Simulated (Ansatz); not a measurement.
The reference is CdTe in the zinc blende structure (space group F-43m, No. 216; a = 6.558 Å).

Computed with Ansatz (a first-principles code) r2SCAN, spin-orbit coupling left out.

Strains are applied to the cell and any free atomic positions relax.

One change was made to it. Results:

The electron mass changes from 0.090 mₑ (at Γ) to 0.076 mₑ (at Γ); the band gap falls by 0.28 eV to 0.89 eV; the hole mass (degenerate bands, along [100]) changes from 0.092, 0.55, 0.55 mₑ (at Γ) to 0.078, 0.63, 0.63 mₑ (at Γ); the energy goes up by 32 meV/atom.

Problem. Which change produced these results?
(A) isotropic strain +3.00 %
(B) isotropic strain +2.50 %
(C) isotropic strain +2.00 %
(D) isotropic strain +1.00 %

Solution. A, isotropic strain +3.00 %. For comparison, the band gap in the other runs: isotropic strain +1.00 % gives 1.07 eV; isotropic strain +2.00 % gives 0.98 eV; isotropic strain +2.50 % gives 0.93 eV.

With Te present, leaving out spin-orbit coupling can change the band edges. Effective masses come from finite differences of ±0.01 Å⁻¹. Whether these cells are dynamically stable was not tested.
